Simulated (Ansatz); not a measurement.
System: LaZrNO2 (Pnma, No. 62, 20 atoms in the cell; start mp-1222900). Method: r²SCAN+SOC in Ansatz (plane waves, PAW).

Run with plane-wave cutoff 560 eV, 6×4×6 k mesh (along the axes of the cell as run), Fermi–Dirac smearing 0.01 eV, PAW data made under PBE.

Cell (relaxed with PBEsol):

```cif
data_La4N4O8Zr4
_chemical_formula_sum 'La4 Zr4 N4 O8'
_space_group_name_H-M_alt 'P 1'
_space_group_IT_number 1
_cell_length_a 5.72999
_cell_length_b 8.44266
_cell_length_c 5.70171
_cell_angle_alpha 90.000
_cell_angle_beta 90.000
_cell_angle_gamma 90.000
loop_
_space_group_symop_operation_xyz
  'x, y, z'
loop_
_atom_site_label
_atom_site_type_symbol
_atom_site_fract_x
_atom_site_fract_y
_atom_site_fract_z
_atom_site_occupancy
La1 La 0.53179 0.25000 0.48884 1
La2 La 0.46821 0.75000 0.51116 1
La3 La 0.96821 0.75000 0.98884 1
La4 La 0.03179 0.25000 0.01116 1
Zr1 Zr 0.00000 0.00000 0.50000 1
Zr2 Zr 0.50000 0.00000 0.00000 1
Zr3 Zr 0.50000 0.50000 0.00000 1
Zr4 Zr 0.00000 0.50000 0.50000 1
N1 N 0.97388 0.25000 0.42644 1
N2 N 0.02612 0.75000 0.57356 1
N3 N 0.52612 0.75000 0.92644 1
N4 N 0.47388 0.25000 0.07356 1
O1 O 0.81962 0.03221 0.81980 1
O2 O 0.18038 0.96779 0.18020 1
O3 O 0.68038 0.96779 0.31980 1
O4 O 0.31962 0.03221 0.68020 1
O5 O 0.31962 0.46779 0.68020 1
O6 O 0.68038 0.53221 0.31980 1
O7 O 0.18038 0.53221 0.18020 1
O8 O 0.81962 0.46779 0.81980 1
```

### Question
What does this level give for the band gap and smallest direct gap on the k points sampled?

### Answer

- band gap = 2.04 eV
- smallest direct gap on the k points sampled = 2.05 eV

Note: cell and atoms aren't relaxed at this level (largest force component 0.08 eV/Å, pressure 4.0 GPa).

Computed values are for the static lattice.

A start named mp-… is a Materials Project structure, which need not be a measured phase.

Ansatz is an electronic-structure program.
